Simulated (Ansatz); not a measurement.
Start from MoTe2 in the 2H-MoS2 type structure (space group P6_3/mmc, No. 194; a = 3.542 Å, c = 14.182 Å; layered, stacked along the Cartesian z axis). Axes: x lies along a and z along c of the hexagonal cell.

All numbers come from r2SCAN+rVV10, PAW, 500 eV (Ansatz, a first-principles code; no spin-orbit coupling), earlier PAW set.

Strains are applied to the cell and any free atomic positions relax; under biaxial strain the out-of-plane vector relaxes too.

One change was made to it. Results:

| quantity | base | after |
|---|---|---|
| pressure (mean of the normal stresses, compression positive) | 0.00 GPa | 3.37 GPa |
| band gap | 0.87 eV | 0.53 eV |

### Question
Which of these changes matches the shifts?
A. uniaxial strain ε_yy = +3.80 %
B. biaxial strain −1.77 %, plane normal [001], relaxed out of plane
C. tensor shear ε_yz = −3.68 %
D. uniaxial strain ε_zz = −5.14 %
E. uniaxial strain ε_xx = −4.95 %

### Answer
E, uniaxial strain ε_xx = −4.95 %. For comparison, the pressure in the other runs: tensor shear ε_yz = −3.68 % gives 0.30 GPa; uniaxial strain ε_yy = +3.80 % gives -1.95 GPa; biaxial strain −1.77 %, plane normal [001], relaxed out of plane gives 1.95 GPa; uniaxial strain ε_zz = −5.14 % gives 1.81 GPa.

With Te present, leaving out spin-orbit coupling can change the band edges. Stability against distortions was not tested.
